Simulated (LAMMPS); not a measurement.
LAMMPS 22 Jul 2025, classical MD, EAM (W_zhou.eam.alloy): W, 62079 atoms.

```
Property                                                                                             Result
-----------------------------------------------  ----------------------------------------------------------
task                                                                                                MD, nve
potential                                                                             EAM, W_zhou.eam.alloy
copies of the repeat unit                                                                          40×40×40
shape (slab and sphere leave vacuum in the box)                                                      sphere
temperature                                                                                           800 K
steps                                                                                                   500
timestep                                                                                               2 fs
neighbor skin                                                                                           2 Å
neigh_modify                                                                      every 1 delay 0 check yes
thermo                                                                                                  100
newton                                                                                         on (default)
atom_modify sort (bins of 2 Å where set)                                                     1000 (default)
box                                              253.2 × 253.2 × 253.2 Å, the particle off centre in vacuum
start                                                       generated bcc lattice, warmed in an untimed run
compared values                                     energy and forces of the first step, drift over the run
```

Hardware: Arm Neoverse V2, 96 cores on 1 socket, no SMT, 1 L3 cache group.

Times are wall-clock medians of two to five runs, from launch to exit, with nothing else on the machine. Processes are pinned to neighbouring cores unless said otherwise. Build: PyPI wheel: MPICH, OPENMP and OPT packages. Other compilers and libraries give other times. Scratch files lie in a memory file system. A preparatory run goes ahead and isn't timed.

First run (64 ranks, comm = brick (default), balance = none (default), processors = * * * (default)):

```
Loop time of 9.89683 on 64 procs for 500 steps with 62079 atoms

Performance: 8.730 ns/day, 2.749 hours/ns, 50.521 timesteps/s, 3.136 Matom-step/s
84.1% CPU use with 64 MPI tasks x 1 OpenMP threads

MPI task timing breakdown:
Section |  min time  |  avg time  |  max time  |%varavg| %total
---------------------------------------------------------------
Pair    | 0.11671    | 2.7409     | 9.7564     | 188.2 | 27.69
Neigh   | 0          | 0          | 0          |   0.0 |  0.00
Comm    | 0.00014211 | 0.83197    | 5.8241     | 210.3 |  8.41
Output  | 0.00024742 | 0.00095084 | 0.0011155  |   0.0 |  0.01
Modify  | 9.8259e-05 | 0.0032382  | 0.025278   |  14.5 |  0.03
Other   |            | 6.32       |            |       | 63.86

Nlocal:        969.984 ave        7793 max           0 min
Histogram: 56 0 0 0 0 0 0 0 0 8
Nghost:        1074.02 ave        7108 max           0 min
Histogram: 56 0 0 0 0 0 0 0 0 8
Neighs:         115138 ave      982144 max           0 min
Histogram: 56 0 0 0 0 0 0 0 2 6

Total # of neighbors = 7368844
Ave neighs/atom = 118.70107
Neighbor list builds = 0
Dangerous builds = 0
```

Second run:

```
Loop time of 1.3994 on 64 procs for 500 steps with 62079 atoms

Performance: 61.741 ns/day, 0.389 hours/ns, 357.295 timesteps/s, 22.181 Matom-step/s
96.3% CPU use with 64 MPI tasks x 1 OpenMP threads

MPI task timing breakdown:
Section |  min time  |  avg time  |  max time  |%varavg| %total
---------------------------------------------------------------
Pair    | 1.0983     | 1.2479     | 1.3136     |   4.3 | 89.17
Neigh   | 0          | 0          | 0          |   0.0 |  0.00
Comm    | 0.073736   | 0.13815    | 0.28185    |  12.9 |  9.87
Output  | 0.00015659 | 0.00019656 | 0.0003688  |   0.0 |  0.01
Modify  | 0.0035466  | 0.0038739  | 0.0042384  |   0.2 |  0.28
Other   |            | 0.009298   |            |       |  0.66

Nlocal:        969.984 ave         973 max         967 min
Histogram: 1 8 0 13 0 18 18 0 5 1
Nghost:        3655.02 ave        5079 max        2519 min
Histogram: 8 0 17 10 3 8 4 6 0 8
Neighs:         115138 ave      128142 max       88757 min
Histogram: 1 2 3 4 5 7 7 13 11 11

Total # of neighbors = 7368844
Ave neighs/atom = 118.70107
Neighbor list builds = 0
Dangerous builds = 0
```

Both blocks come from the same system on the same machine. Which change was made from the first run to the second?
(A) processors = 4 4 4
(B) processors = 8 8 1
(C) processors = 64 1 1
(D) comm = tiled, balance = balance 1.05 rcb

D, comm = tiled, balance = balance 1.05 rcb. The largest move is in other (Other): 6.3 s to 0.0093 s. The slowest rank's pair time is 3.56 times the mean in the first run and 1.05 times in the second; the others wait. The other changes gave 9.2 s (processors = 8 8 1), 10 s (processors = 4 4 4), 4.2 s (processors = 64 1 1), against 1.7 s here and 10 s at first.
